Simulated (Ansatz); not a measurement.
# Worked example: self-consistent single point of AgAs (Pnma, 8 atoms in the cell) in Ansatz

Method of the run: PBE (plane waves, PAW; Ansatz, a first-principles code).

Input:

Ansatz 0.2 input:
```yaml
crystal:
  lattice:
    - [8.08310300, 0.00000000, 0.00000000]
    - [0.00000000, 4.33369400, 0.00000000]
    - [0.00000000, 0.00000000, 5.96176500]
  atoms:
    - { symbol: Ag, position: [0.18000000, 0.25000000, 0.12500000] }
    - { symbol: Ag, position: [0.32000000, 0.75000000, 0.62500000] }
    - { symbol: Ag, position: [0.82000000, 0.75000000, 0.87500000] }
    - { symbol: Ag, position: [0.68000000, 0.25000000, 0.37500000] }
    - { symbol: As, position: [0.03600000, 0.25000000, 0.61000000] }
    - { symbol: As, position: [0.46400000, 0.75000000, 0.11000000] }
    - { symbol: As, position: [0.96400000, 0.75000000, 0.39000000] }
    - { symbol: As, position: [0.53600000, 0.25000000, 0.89000000] }
basis:
  ecutwfc: 30.9 Ry
kpoints:
  mp_grid: { grid: [3, 6, 4] }
hamiltonian:
  xc: pbe
  pseudopotentials: { kind: paw }
scf:
  occupations: { method: methfessel_paxton, width: 0.0147 Ry }
output:
  forces: true
  eigenvalues: true
  stress: true
```

The program printed (abridged):

```
WARN ansatz: RAYON_NUM_THREADS=1 ignored (pool sized by the plan → 1); use --threads N
Pseudopotentials: kind: paw
Pseudopotential: Ag, paw, valence charge 19
Pseudopotential: As, paw, valence charge 15
Crystal: 8 atoms, lattice volume = 208.839 Å³
Basis set: ecut = 420.4159175005146 eV, 4111 PW (Γ), exchange–correlation on 120×60×80 points (8 copies of the dense FFT grid, shifted against one another)
Bands: 82, of which v1, the nominal top of the filled ones, is band 68 counted from 1 (67 counted from 0)
Symmetry: 8 space group operations
Space group: Pnma (ITA 62), of the structure as read, at distance tolerance 5.9e-5 Å
k-points: 24 of 72
Initial density: superposition of atomic densities (neutral atoms: chi_scale 0, normalization atom), corrected by the library's trained network
Initial wavefunctions: pseudopotential atomic-orbital guess
Eigensolver: davidson
Functional: x = pbe(κ = 0.804, μ = 0.2195149727645171), c = pbe(β = 0.06672455060314922)
SCF iter   1: F=—  HF=-49782.694571 eV  |F-HF|=—  |Δ(HF+E_count)|=         —  Δρ=2.51e-3  dr2=2.89e-2  ethr=1.77e-3  ⟨swp⟩=5.2  Hψ=6233  notcnv=0
all-band conjugate gradients solve this SCF's bands
preconditioner: auto → LDOS
SCF iter   2: F=—  HF=-49782.694999 eV  |F-HF|=—  |Δ(HF+E_count)|=   4.27e-4  S|Δr|=    0.00e0  Δρ=1.83e-3  dr2=1.35e-2  ethr=2.13e-5  ⟨swp⟩=2.2  Hψ=3545  notcnv=0
SCF iter   3: F=—  HF=-49782.690749 eV  |F-HF|=—  |Δ(HF+E_count)|=   4.25e-3  S|Δr|=    0.00e0  Δρ=2.79e-4  dr2=3.19e-4  ethr=9.95e-6  ⟨swp⟩=2.0  Hψ=2619  notcnv=0
SCF iter   4: F=—  HF=-49782.690717 eV  |F-HF|=—  |Δ(HF+E_count)|=   3.13e-5  S|Δr|=    0.00e0  Δρ=7.11e-5  dr2=1.39e-5  ethr=2.34e-7  ⟨swp⟩=2.0  Hψ=2569  notcnv=0
SCF iter   5: F=—  HF=-49782.690596 eV  |F-HF|=—  |Δ(HF+E_count)|=   1.22e-4  S|Δr|=    0.00e0  Δρ=1.93e-5  dr2=8.53e-7  ethr=1.03e-8  ⟨swp⟩=2.0  Hψ=2641  notcnv=0
SCF iter   6: F=—  HF=-49782.690596 eV  |F-HF|=—  |Δ(HF+E_count)|=   2.95e-7  S|Δr|=    0.00e0  Δρ=8.02e-6  dr2=1.02e-7  ethr=7.35e-11  ⟨swp⟩=8.2  Hψ=8323  notcnv=0
SCF iter   7: F=-49782.690596 eV  HF=-49782.690596 eV  |F-HF|=3.49e-9  |Δ(HF+E_count)|=   9.58e-9  S|Δr|=    0.00e0  Δρ=2.43e-6  dr2=1.15e-8  ethr=7.35e-11  ⟨swp⟩=4.0  Hψ=5912  notcnv=0
SCF 1 converged in 7 iterations: F = -49782.690596 eV  dr2 = 1.15e-8
SCF converged after 7 iterations
Stability not checked (fill_not_monotonic)
Free energy (F): -49782.690596 eV
Harris-Foulkes:  -49782.690596 eV  (|F-HF|=3.49e-9)
Internal energy: -49782.703583 eV  (E = F + TS)
E sigma→0 (E₀):  -49782.693843 eV
Entropy (-TS):   0.012988 eV (1.623 meV/atom)
Fermi energy:    8.799485 eV
--- Per-component energies (eV) ---
  E_band       = -2552.956236
  E_kinetic    = 2505.673413
  E_local      = -19149.220201  (includes V_loc(G=0)·N_el)
  E_nonlocal   = -2354.380706
  E_hartree    = 9204.553153
  E_xc         = -1042.983445
  E_vxc        = -1237.758854  (∫ρ·V_xc dr)
  E_paw        = -22953.963752  (= ΣΔE_a)
  E_vpaw       = -726.391052  (= ΣTr[D̂ρ^β])
  E_aug_tail   = 0.001297  (compensation charges beyond the density's cutoff)
  E_ewald      = -15992.383342
  E_smearing   = 0.012988  (= −TS)
  E_closure    = -0.000000  (closes the sum)
  Σ components = -49782.690596   (vs F -49782.690596, Δ=0.00e0)
--- Forces (eV/Å), atoms counted from 1 ---
  atom   1  Ag     0.02582610     0.00000000    -0.01897350
  atom   2  Ag    -0.02582610     0.00000000    -0.01897350
  atom   3  Ag    -0.02582610     0.00000000     0.01897350
  atom   4  Ag     0.02582610    -0.00000000     0.01897350
  atom   5  As     0.20128308     0.00000000     0.24351514
  atom   6  As    -0.20128308     0.00000000     0.24351514
  atom   7  As    -0.20128308     0.00000000    -0.24351514
  atom   8  As     0.20128308     0.00000000    -0.24351514
  max |Σ_I F_I| component: 2.78e-17 eV/Å
--- Stress (GPa, compression-positive) ---
       -6.201569       0.000000       0.000000
        0.000000      -4.779235       0.000000
        0.000000       0.000000      -7.592164
  P = ⅓ Tr σ = -6.1910 GPa (-61.910 kbar)
  The stress holds the Pulay correction. Without it, at fixed plane waves, as pw.x and ABINIT print it: P = -6.2260 GPa
--- Band table (eV; the first three rows and the last of 24) ---
  k-point 0: bands = ["-82.4936", "-82.4936", "-82.4935", "-82.4935", "-46.0090", "-46.0088", "-46.0083", "-46.0083", "-45.9962", "-45.9959", "-45.9953", "-45.9950", "-45.9891", "-45.9883", "-45.9878", "-45.9872", "-27.0751", "-27.0750", "-27.0677", [...]
  k-point 1: bands = ["-82.4936", "-82.4936", "-82.4935", "-82.4935", "-46.0089", "-46.0087", "-46.0084", "-46.0083", "-45.9961", "-45.9958", "-45.9954", "-45.9951", "-45.9889", "-45.9882", "-45.9879", "-45.9874", "-27.0751", "-27.0750", "-27.0677", [...]
  k-point 2: bands = ["-82.4936", "-82.4936", "-82.4935", "-82.4935", "-46.0087", "-46.0087", "-46.0085", "-46.0085", "-45.9958", "-45.9958", "-45.9954", "-45.9954", "-45.9884", "-45.9884", "-45.9878", "-45.9878", "-27.0750", "-27.0750", "-27.0677", [...]
  k-point 23: bands = ["-82.4935", "-82.4935", "-82.4935", "-82.4935", "-46.0086", "-46.0086", "-46.0085", "-46.0085", "-45.9959", "-45.9959", "-45.9959", "-45.9959", "-45.9880", "-45.9880", "-45.9880", "-45.9880", "-27.0813", "-27.0813", [...]
```

The run converged in 7 iterations.

The starting cell was generated: these elements placed on a structure prototype, without a prior relaxation; it need not be a known phase or ordering of this composition. With a pressure of about -6 GPa the cell is away from its equilibrium volume at this level. Ansatz's pressure includes its estimate of the finite-basis (Pulay) stress. The run gives no clean gap (levels at the Fermi energy touch, overlap or are partly filled at this smearing), which alone does not show that the compound is a metal.
